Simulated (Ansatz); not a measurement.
An Ansatz (a first-principles code) input (Kohn–Sham DFT with the PBEsol functional, run in Ansatz with PAW and 420 eV plane waves, no SOC):

Ansatz 0.2 input:
```yaml
crystal:
  lattice:
    - [4.5614276797, 0, 0.0606669881]
    - [-2.2807138399, 3.9503122482, -0.0303334941]
    - [0.0985785213, 0, 7.4119188962]
  atoms:
    - { symbol: Mg, position: [0.3333333333, 0.6666666667, 0.9995872175] }
    - { symbol: Mg, position: [0.6666666667, 0.3333333333, 0.4995872175] }
    - { symbol: Te, position: [0.3333333333, 0.6666666667, 0.3764127825] }
    - { symbol: Te, position: [0.6666666667, 0.3333333333, 0.8764127825] }
basis: { ecutwfc: 420, ecutrho_ratio: 4, xc_grid: 2, fft_grid_basis: typed }
kpoints: { mp_grid: { grid: [8, 8, 5] } }
hamiltonian:
  xc: pbesol
  dispersion: none
  pseudopotentials: { kind: paw }
scf: { occupations: { method: fermi_dirac, width: 0.05 }, convergence: { dr2_threshold: 0.0000000004 } }
relax: { f_tol: 0.005, max_steps: 50 }
output: { forces: true, stress: true }
checkpoint: { write: state.ck, write_every: 1000 }
```

Problem. Which symmetry and how many k-points will the program report, and about how many plane waves at Γ?

Solution. Space group Cc (ITA 9) with 2 operations, k-points 93 of 320, and 2629 plane waves at Γ.

The cells carry an imposed strain or load. Whether these cells are dynamically stable was not tested. The cell was made from MgTe in the wurtzite structure (space group P6_3mc, No. 186) by this change: tensor shear ε_xz = +1.33 %.
